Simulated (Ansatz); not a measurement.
Density of states of LiNbN2 (Pnma) below the valence band maximum, PBEsol, rigid bands (Ansatz, a first-principles code); cell volume 185.9 Å³.

```json
[
 {"energy from edge (eV)": "0.006", "10⁻³ states/eV/cell": "2000"},
 {"energy from edge (eV)": "0.031", "10⁻³ states/eV/cell": "3390"},
 {"energy from edge (eV)": "0.056", "10⁻³ states/eV/cell": "4840"},
 {"energy from edge (eV)": "0.081", "10⁻³ states/eV/cell": "5580"},
 {"energy from edge (eV)": "0.106", "10⁻³ states/eV/cell": "5460"},
 {"energy from edge (eV)": "0.131", "10⁻³ states/eV/cell": "5380"},
 {"energy from edge (eV)": "0.156", "10⁻³ states/eV/cell": "5630"},
 {"energy from edge (eV)": "0.181", "10⁻³ states/eV/cell": "5830"},
 {"energy from edge (eV)": "0.206", "10⁻³ states/eV/cell": "6110"},
 {"energy from edge (eV)": "0.231", "10⁻³ states/eV/cell": "6710"},
 {"energy from edge (eV)": "0.256", "10⁻³ states/eV/cell": "6830"},
 {"energy from edge (eV)": "0.281", "10⁻³ states/eV/cell": "6690"},
 {"energy from edge (eV)": "0.319", "10⁻³ states/eV/cell": "7000"},
 {"energy from edge (eV)": "0.344", "10⁻³ states/eV/cell": "7400"},
 {"energy from edge (eV)": "0.369", "10⁻³ states/eV/cell": "8260"},
 {"energy from edge (eV)": "0.394", "10⁻³ states/eV/cell": "11700"},
 {"energy from edge (eV)": "0.419", "10⁻³ states/eV/cell": "11900"},
 {"energy from edge (eV)": "0.444", "10⁻³ states/eV/cell": "12300"},
 {"energy from edge (eV)": "0.469", "10⁻³ states/eV/cell": "13400"},
 {"energy from edge (eV)": "0.494", "10⁻³ states/eV/cell": "13700"},
 {"energy from edge (eV)": "0.519", "10⁻³ states/eV/cell": "13500"},
 {"energy from edge (eV)": "0.544", "10⁻³ states/eV/cell": "15500"},
 {"energy from edge (eV)": "0.569", "10⁻³ states/eV/cell": "14700"},
 {"energy from edge (eV)": "0.594", "10⁻³ states/eV/cell": "12600"}
]
```

What effective density of states at 300 K does this give (∫ g(E) exp(−E/k_BT) dE, both spins, divided by the cell's size)?

4.2e20 cm⁻³, a density-of-states mass of 6.5 mₑ, valleys and band degeneracy included.

Spin-orbit coupling is left out; where it splits the top of the valence band, N_v and the p-type Seebeck coefficient come out somewhat high without it. Geometry: cell and atoms relaxed with PBEsol.

Computed structure with no diffraction record at hand here (it may be known, metastable or hypothetical): LiNbN2 (Pnma).
